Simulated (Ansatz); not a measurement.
K2WO4 (C2/m, No. 12), treated with LDA in Ansatz (PAW).

Run with plane-wave cutoff 500 eV, 8×8×6 k mesh (along the axes of the cell as run), gaussian smearing 0.02 eV, no spin polarisation, scalar-relativistic PAW data made under PBE.

Computed at the level's own relaxed cell.

Task: Predict the equilibrium volume per atom and band gap.

Result: 
equilibrium volume per atom: 16.85 Å³/atom
band gap: 4.60 eV (on the SCF k mesh)

Note: the volume lies 8 % below that of the published cell.

Spin–orbit coupling is not included.

The result took very roughly 10 core-minutes.

Ansatz is a quantum-chemistry and plane-wave program.
